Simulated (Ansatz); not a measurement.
# SnTe: pressure series

Consider SnTe in the rock salt structure (space group Fm-3m, No. 225).

```xyz
2
Lattice="0.0000 3.1848 3.1848 3.1848 0.0000 3.1848 3.1848 3.1848 0.0000" Properties=species:S:1:pos:R:3 pbc="T T T"
Sn     0.0000     0.0000     0.0000
Te     3.1848     3.1848     3.1848
```

Cell and atoms are relaxed at each pressure.

The values are results of r2SCAN, PAW, 500 eV (Ansatz, a program for electronic structure; no spin-orbit coupling), not measurements.

Problem. Only one of these keeps a band gap. Which?
(A) pressure 2.1 GPa
(B) pressure −1 GPa
(C) pressure 22.5 GPa

Solution. B, pressure −1 GPa. Computed: pressure −1 GPa: 0.20 eV; pressure 22.5 GPa: zero; pressure 2.1 GPa: zero

With Te present, leaving out spin-orbit coupling can change the band edges. Load acts through the strain it causes; cell and atoms are relaxed under it. No phonon test of stability was made. Competing high-pressure phases were not computed. The final runs are not spin-polarised. A zero or small gap of SnTe can be the functional's error rather than a property of the material.
